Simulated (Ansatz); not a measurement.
# Several settings converged on LaBPd3 (P4mm, 5 atoms in the cell)

```yaml
crystal:
  lattice:
    - [4.39533, 0.00000, 0.00000]
    - [0.00000, 4.39533, 0.00000]
    - [0.00000, 0.00000, 4.39533]
  atoms:
    - { symbol: La, position: [0.00000, 0.00000, 0.01138] }
    - { symbol: B, position: [0.50000, 0.50000, 0.50000] }
    - { symbol: Pd, position: [0.00000, 0.50000, 0.50000] }
    - { symbol: Pd, position: [0.50000, 0.00000, 0.50000] }
    - { symbol: Pd, position: [0.50000, 0.50000, 0.00000] }
```

Base method: PBEsol, default PAW files made with PBE (plane waves; Ansatz, an electronic-structure program).

Base settings: basis.ecutwfc = 420 eV; kpoints.mp_grid.grid = 7 7 7; hamiltonian.xc = pbesol; hamiltonian.pseudopotentials = {kind: paw} (the program's default PAW files); scf.occupations.method = fermi_dirac; scf.occupations.width = 0.1 eV.

The count of work is k-points × plane waves × bands × iterations; it is no time. Core times come from one kind of shared machine, to one figure; runs under 30 s give none.

**The cutoff for other potential files**

Level: DFT, PBEsol, plane waves, harder PAW files (source: ansatz) made with PBE.

In this ladder: hamiltonian.pseudopotentials = {kind: paw, source: ansatz}.

The second cell is the first with its lattice scaled by 0.98.

The mesh stays at the base's, so the ladder's end is converged at best in this setting alone.

The first pressure column holds Ansatz's estimate of the finite-basis (Pulay) stress, which hides part of the cutoff error; the other is without it.

Only quantities that move along the ladder and can be compared are tabulated.

| basis.ecutwfc | free energy less the last step's (meV/atom) | energy of the compressed cell less the first (meV/atom) | pressure (GPa) | pressure without the Pulay estimate (GPa) | largest difference of a force vector from the last step's (eV/Å) | count of work / last | core time / last (rough) |
|---|---|---|---|---|---|---|---|
| 320 eV | 3451.73 | -6.10 | -1.00 | -172.05 | 0.006 | 0.093 | – |
| 390 eV | 552.60 | -6.72 | -5.47 | -42.32 | 0.010 | 0.12 | – |
| 495 eV | 20.54 | -1.15 | -4.30 | -6.64 | 0.000 | 0.19 | 0.2 |
| 605 eV | 1.05 | -1.45 | -4.33 | -4.36 | 0.000 | 0.28 | 0.4 |
| 710 eV | 0.66 | -1.46 | -4.33 | -4.34 | 0.000 | 0.36 | 0.4 |
| 850 eV | 0.52 | -1.46 | -4.33 | -4.35 | 0.000 | 0.46 | 0.6 |
| 1065 eV | 0.28 | -1.47 | -4.34 | -4.34 | 0.000 | 0.64 | 0.7 |
| 1420 eV | 0.00 | -1.47 | -4.34 | -4.34 | 0.000 | 1.0 | 1 |

Coarsest basis.ecutwfc that holds the energy of the compressed cell less the first within 0.5 meV/atom of the last step, with all finer ones: 495 eV, at 0.19 of the last step's count of work and about 0.2 of the last step's time; the step before is off by 5.3 meV/atom.

Coarsest basis.ecutwfc that holds the free energy within 5 meV/atom of the last step, with all finer ones: 605 eV, at 0.28 of the last step's count of work and about 0.4 of the last step's time; the step before is off by 21 meV/atom.

Coarsest basis.ecutwfc that holds the pressure within 0.1 GPa of the last step, with all finer ones: 495 eV, at 0.19 of the last step's count of work and about 0.2 of the last step's time; the step before is off by 1.1 GPa.

The energy difference between the two cells stays within 1 meV/atom of the last step's from 495 eV on, the total only from 710 eV on: much of the error is common to both cells and cancels.

At the lowest cutoff the pressure without the Pulay estimate lies 168 GPa under the last step's, the usual sign of Pulay stress in an incomplete plane-wave basis.

**The density cutoff**

The second cell is the first with its lattice scaled by 0.98.

The mesh stays at the base's, so the ladder's end is converged at best in this setting alone.

Only quantities that move along the ladder and can be compared are tabulated.

```tsv
basis.ecutrho_ratio	energy of the compressed cell less the first (meV/atom)
2	-1.79
3	-1.48
4	-1.48
5	-1.48
6	-1.48
8	-1.48
10	-1.48
12	-1.48
16	-1.48
```

Coarsest basis.ecutrho_ratio that holds the energy of the compressed cell less the first within 0.2 meV/atom of the last step, with all finer ones: 3; the step before is off by 0.31 meV/atom.

**The relaxed cell against the cutoff**

On LaBPd3 (Pm-3m, 5 atoms in the cell): atoms on their sites.

In this ladder: relax = cell and atoms.

The mesh stays at the base's, so the ladder's end is converged at best in this setting alone.

Only quantities that move along the ladder and can be compared are tabulated.

```tsv
basis.ecutwfc	relaxed volume (Å³/atom)	relaxation steps
250 eV	16.205	21
295 eV	16.448	12
355 eV	16.446	7
420 eV	16.437	5
505 eV	16.436	5
630 eV	16.435	5
840 eV	16.435	5
```

Coarsest basis.ecutwfc that holds the relaxed volume within 0.082 Å³/atom of the last step, with all finer ones: 295 eV; the step before is off by 0.23 Å³/atom.

At the lowest cutoff the cell relaxes to a volume 1.4 % smaller than at the highest. Ansatz relaxes on a stress corrected for the finite basis.

On the base run: the starting cell comes from a database of computed structures (which also holds hypothetical and non-ambient phases and stackings), without a prior relaxation at this level. Its lattice was rescaled by up to half a per cent. One atom was moved a little off its site on purpose. Spin polarisation is off.

Left out of this page: 1 run of the series failed or unconverged.

Keys are those of Ansatz 0.2.
